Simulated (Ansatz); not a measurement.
The starting structures come from a database of crystals and need not be the phases stable at ambient conditions.

 Where the default PAW files enter, the runs use the earlier of Ansatz's two default sets.

By PBEsol, the system below comes out a metal.

A figure of merit of an interconnect metal is its ballistic conductance per area.

Here is the system:

```yaml
crystal:
  lattice:
    - [3.27275, 0.00000, 0.00000]
    - [-1.63637, 4.16449, 0.00000]
    - [1.63637, 0.00000, 4.28943]
  atoms:
    - { symbol: In, position: [0.75000, 0.50000, 0.50000] }
    - { symbol: Sb, position: [0.00000, 0.00000, 0.00000] }
```

Space group of this cell: F222. The cell is strained (lengths along the current scaled by 1.03, ions clamped); by PBEsol its mean pressure is -3.9 GPa.

The current flows along the normal of the first two printed cell vectors. No spin-orbit coupling; the value is a mean over 0.1 eV about the Fermi level.

Give the ballistic conductance per area that PBEsol in Ansatz (an electronic-structure program) yields.

0.71 × 10¹⁵ S/m² for both spins.
